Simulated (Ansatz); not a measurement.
## Reaction energy: levels of theory

This concerns the reaction energy. Reaction: SiF4 (gas) + 2 H2O (gas) → SiO2 (quartz) + 4 HF (gas). Negative: the products are lower in energy.

SiO2 (quartz, P3₁21), 9 atoms in the cell. Conventional cell: a = b = 5.0203 Å, c = 5.5096 Å, α = β = 90.00°, γ = 120.00°.

Setting: static, neutral cells in Ansatz (PAW) whose structures rest at the PBE level. Ansatz (a program for electronic structure) runs with its default PAW set. Other levels take these structures, unless marked own geometry. HSE06 runs on coarser k-point meshes, mended by the PBE difference between the two meshes. The lattices are those relaxed with PBE, so at other levels the solids can be strained, which adds to the spread. A dispersion term (D3(BJ), or D4 for r2SCAN) was computed beside these levels and is taken off wherever the name lacks it.

```tsv
Level	value (eV)
PBE	1.40
PBE+D3(BJ)	…
LDA	1.15
PBEsol	1.27
RPBE	1.51
r2SCAN+D4	1.16
HSE06+D3(BJ)	0.94
r2SCAN (own geometry)	1.35
```

Question: Fill in the missing entries.

Answer: 
- PBE+D3(BJ), value (eV): 1.07

The levels span 0.57 eV, from HSE06+D3(BJ) (0.94) to RPBE (1.51).

Rough cost of one single point on SiO2 (quartz), against PBEsol's on the same shared machine and with each level's own mesh and cutoff: r2SCAN about 8 times, HSE06 about 9 times (HSE06 on a 5×5×4 mesh, the others on 12×12×6).
